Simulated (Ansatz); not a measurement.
The parent structure is Mg2Ge in the anti-fluorite structure (space group Fm-3m, No. 225; a = 6.2865 Å).

Level of theory: LDA (Ansatz, an electronic-structure program), scalar-relativistic without spin-orbit coupling.

One change was made to it. Results:

The volume per atom falls by 1.388 Å³, from 20.70 Å³ to 19.32 Å³; the band gap goes from 0.10 eV to zero.

Question: Name the change that was made.
(A) pressure 0.9 GPa
(B) pressure 15 GPa
(C) pressure 4.5 GPa
(D) pressure −1 GPa
(E) pressure −2 GPa

Answer: C, pressure 4.5 GPa. For comparison, the volume per atom in the other runs: pressure 15 GPa gives 17.24 Å³; pressure 0.9 GPa gives 20.39 Å³; pressure −1 GPa gives 21.09 Å³; pressure −2 GPa gives 21.52 Å³.

Load acts through the strain it causes; cell and atoms are relaxed under it. Whether these cells are dynamically stable was not tested. Competing high-pressure phases were not computed. All final runs are without spin polarisation. Gaps under 0.05 eV, about the width of the smearing, are given as zero. The zero or small gap of Mg2Ge can change with the level of theory.
